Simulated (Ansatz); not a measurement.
## Converging the plane-wave cutoff: Ta2Si (Fmm2, 6 atoms in the cell)

```xyz
6
Lattice="-3.0785 3.0785 2.5161 3.0785 -3.0785 2.5161 3.0785 3.0785 -2.5161" Properties=species:S:1:pos:R:3 pbc="T T T"
Ta     2.0713     1.0072     2.5161
Ta     1.0072     2.0713     0.0000
Ta    -0.9719     2.1066     2.5161
Ta     4.0857     1.0072     0.0000
Si     0.0000     0.0000     1.2580
Si     0.0000     0.0000     3.7741
```

Method: LDA (PW92), default PAW files made with PBE (plane waves; Ansatz, a first-principles code).

Base settings: basis.ecutwfc = 420 eV; kpoints.mp_grid.grid = 5 5 5; hamiltonian.xc = lda; hamiltonian.pseudopotentials = {kind: paw} (the program's default PAW files); scf.occupations.method = gaussian; scf.occupations.width = 0.1 eV.

The second cell is the first with its lattice scaled by 0.98.

The mesh stays at the base's, so the ladder's end is converged at best in this setting alone.

The first pressure column holds Ansatz's estimate of the finite-basis (Pulay) stress, which hides part of the cutoff error; the other is without it.

Only quantities that move along the ladder and can be compared are tabulated.

The count of work is k-points × plane waves × bands × iterations; it is no time. 

The starting cell comes from a database of computed structures (which also holds hypothetical and non-ambient phases and stackings), without a prior relaxation at this level. Its lattice was rescaled by up to half a per cent. One atom was moved a little off its site on purpose. Spin polarisation is off. In the base run, with a pressure of about -6 GPa the cell is away from its equilibrium volume at this level.

Steps (basis.ecutwfc): 145 eV; 170 eV; 190 eV; 210 eV; 230 eV; 250 eV; 295 eV; 335 eV; 380 eV; 420 eV; 460 eV; 505 eV; 565 eV; 630 eV; 735 eV; 840 eV; 1010 eV.

Task: What is the coarsest basis.ecutwfc that holds the energy of the compressed cell less the first within 1 meV/atom of the last step, with all finer ones?

Result: 335 eV, at 0.19 of the last step's count of work; the step before is off by 1.4 meV/atom.

Task: What is the coarsest basis.ecutwfc that holds the forces within 0.02 eV/Å of the last step, with all finer ones?

Result: 210 eV, at 0.11 of the last step's count of work; the step before is off by 0.042 eV/Å.

Task: What is the coarsest basis.ecutwfc that holds the pressure within 0.05 GPa of the last step, with all finer ones?

Result: 380 eV, at 0.23 of the last step's count of work; the step before is off by 0.08 GPa.

```csv
basis.ecutwfc,free energy less the last step's (meV/atom),energy of the compressed cell less the first (meV/atom),pressure (GPa),pressure without the Pulay estimate (GPa),largest difference of a force vector from the last step's (eV/Å),count of work / last
145 eV,7106.21,-40.95,-10.32,-244.55,0.555,0.061
170 eV,2879.41,27.75,-2.95,-126.86,0.209,0.074
190 eV,1345.19,18.99,-5.27,-72.84,0.042,0.096
210 eV,599.60,17.50,-5.94,-40.64,0.017,0.11
230 eV,264.40,5.82,-5.88,-22.98,0.014,0.13
250 eV,116.27,7.19,-6.10,-13.76,0.012,0.15
295 eV,22.33,7.51,-5.60,-7.06,0.005,0.16
335 eV,7.40,6.57,-5.81,-6.22,0.002,0.19
380 eV,2.40,6.20,-5.88,-6.04,0.000,0.23
420 eV,0.90,6.13,-5.89,-5.94,0.000,0.27
460 eV,0.56,6.11,-5.89,-5.90,0.000,0.31
505 eV,0.46,6.11,-5.89,-5.90,0.000,0.36
565 eV,0.29,6.10,-5.89,-5.90,0.000,0.42
630 eV,0.16,6.10,-5.89,-5.90,0.000,0.50
735 eV,0.08,6.09,-5.90,-5.90,0.000,0.62
840 eV,0.03,6.09,-5.90,-5.90,0.000,0.76
1010 eV,0.00,6.08,-5.90,-5.90,0.000,1.0
```

The energy difference between the two cells stays within 1 meV/atom of the last step's from 335 eV on, the total only from 420 eV on: much of the error is common to both cells and cancels.

At the lowest cutoff the pressure without the Pulay estimate lies 239 GPa under the last step's, the usual sign of Pulay stress in an incomplete plane-wave basis.

Keys are those of Ansatz 0.2.
